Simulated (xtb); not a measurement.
xtb 6.7.1, GFN2-xTB: Cc1csc(-c2cc3c(s2)-c2sc(-c4ccccc4)cc2C3(C)C)c1, 43 atoms. The geometry is a generated start, not checked to be a minimum at this level.

```json
{
  "run_flags": "--grad",
  "method": "GFN2-xTB",
  "--acc": "1 (default)",
  "--etemp (K)": "300 (default)",
  "basis_functions": "136",
  "valence_electrons": "124"
}
```

One run each on 1 thread. Values of broydamp tried: 0.02, 0.05, 0.1, 0.2, 0.4 (default), 0.6, 0.8, 1.

Q: Which value of broydamp needs the fewest SCC iterations, and what happens away from it?

A: Fewest SCC iterations, within one of each other: 0.2 with 13, 0.4 (default) with 12, 0.6 with 13. The count rises to 19 at 0.02. All converge to one solution.

| broydamp | SCC iterations | end |
|---|---|---|
| 0.02 | 19 | same solution |
| 0.05 | 16 | same solution |
| 0.1 | 15 | same solution |
| 0.2 | 13 | same solution |
| 0.4 (default) | 12 | same solution |
| 0.6 | 13 | same solution |
| 0.8 | 14 | same solution |
| 1 | 14 | same solution |
